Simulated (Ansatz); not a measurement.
The reference is AlN in the wurtzite structure (space group P6_3mc, No. 186; a = 3.107 Å, c = 4.978 Å). Axes: x lies along a and z along c of the hexagonal cell.

Computed with DFT with r2SCAN, PAW potentials and a 500 eV plane-wave cutoff in Ansatz (a quantum-chemistry and plane-wave program), no SOC.

For the base:

The band gap is 4.88 eV and the valence-band top at Γ comes out as 0.00, -0.22, -0.22 eV. The shortest interatomic distance is 1.888 Å.

Modification: uniaxial stress, 1 GPa tension along z; all other stress components relax to zero.

Problem. Estimate the effect on the strain response, band gap, valence-band top at Γ and shortest interatomic distance.

Solution. The strain response (xx, yy, zz) comes out as (−0.05, −0.05, +0.29) %; the band gap is still 4.88 eV; the valence-band top at Γ (three highest levels, from the VBM) changes from 0.00, -0.22, -0.22 eV to 0.00, -0.19, -0.19 eV; the shortest interatomic distance hardly moves (1.888 Å against 1.889 Å).

Beyond what the load breaks, stability against distortions was not tested.
